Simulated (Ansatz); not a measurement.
System: LaCO (C2/m, No. 12, 6 atoms in the cell; start mp-27311). Method: PBEsol+SOC (Ansatz, an electronic-structure program, PAW).

Run with plane-wave cutoff 520 eV, 10×10×6 k mesh (along the axes of the cell as run), Fermi–Dirac smearing 0.01 eV, PAW data made under PBE.

Cell (relaxed with PBEsol):

```yaml
crystal:
  lattice:
    - [3.50675, -1.98428, -0.00786]
    - [3.50675, 1.98428, -0.00786]
    - [-0.68907, 0.00000, 7.23123]
  atoms:
    - { symbol: La, position: [0.31565, 0.31565, 0.29173] }
    - { symbol: La, position: [0.68435, 0.68435, 0.70827] }
    - { symbol: C, position: [0.04030, 0.04030, 0.92636] }
    - { symbol: C, position: [0.95970, 0.95970, 0.07364] }
    - { symbol: O, position: [0.65236, 0.65236, 0.37886] }
    - { symbol: O, position: [0.34764, 0.34764, 0.62114] }
```

Question: Give the computed band gap and Γ–Γ gap.

Answer: 
* **band gap**: 2.90 eV (direct)
* **Γ–Γ gap**: 3.34 eV

A start named mp-… is a Materials Project structure, which need not be a measured phase.
